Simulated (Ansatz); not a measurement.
Data:

```xyz
8
Lattice="5.1472 0.0000 0.0000 0.0000 5.1472 0.0000 2.5736 -2.5736 5.3367" Properties=species:S:1:pos:R:3 pbc="T T T"
Zn     0.0000     0.0000     0.0000
Zn     2.5736     0.0000     2.6684
Si     2.5736     2.5736     0.0000
Si     5.1472     2.5736     2.6684
P      3.8604     1.3435     1.3342
P      3.9171    -1.2868     4.0025
P      1.2868     3.8037     1.3342
P      6.3773     1.2868     4.0025
```

No spin polarisation.

The values are results of DFT with LDA, PAW potentials and a 420 eV plane-wave cutoff in Ansatz (an electronic-structure program), no spin-orbit coupling, not measurements. Γ-centred 9×9×9 mesh, Fermi–Dirac width 0.05 eV.

Question: Predict the band gap, pressure and valence-band top at Γ.

Answer: 
- Band gap: 1.01 eV
- Pressure (mean of the normal stresses, compression positive): 3.36 GPa
- Valence-band top at Γ (three highest levels, from the VBM): 0.00, 0.00, -0.20 eV

The cells carry an imposed strain or load. Whether these cells are dynamically stable was not tested. The cell was made from ZnSiP₂ in the chalcopyrite structure (space group I-42d, No. 122) by this change: biaxial strain −3.00 %, plane normal [001], relaxed out of plane.
